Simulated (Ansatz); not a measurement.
**TiAl: uniaxial strain ε_xx = −2.50 %**

The parent structure is TiAl (space group P4/mmm, No. 123; a = 2.7963 Å, c = 4.0381 Å; relaxed with 0.1 eV smearing). Axes: x, y, z lie along a, b, c of the conventional cell.

Modification: uniaxial strain ε_xx = −2.50 %, all other strain components held at zero, atoms relaxed at fixed cell.

The values are results of plane-wave PAW DFT at the PBEsol level (Ansatz, a quantum-chemistry and plane-wave program, 420 eV), scalar-relativistic without spin-orbit coupling, not measurements. k-mesh 21×21×14 (Γ-centred); smearing 0.1 eV (Fermi–Dirac).

```tsv
quantity	base	changed	shift
energy relative to the base (free energy F)	0 meV/atom	+6.7 meV/atom	+6.7 meV/atom
band gap	zero	zero	–
stress (xx, yy, zz, yz, xz, xy; compression positive)	–	(5.6, 1.6, 2.4, 0.0, 0.0, 0.0) GPa	–
```

Whether these cells are dynamically stable was not tested. The final runs are not spin-polarised.
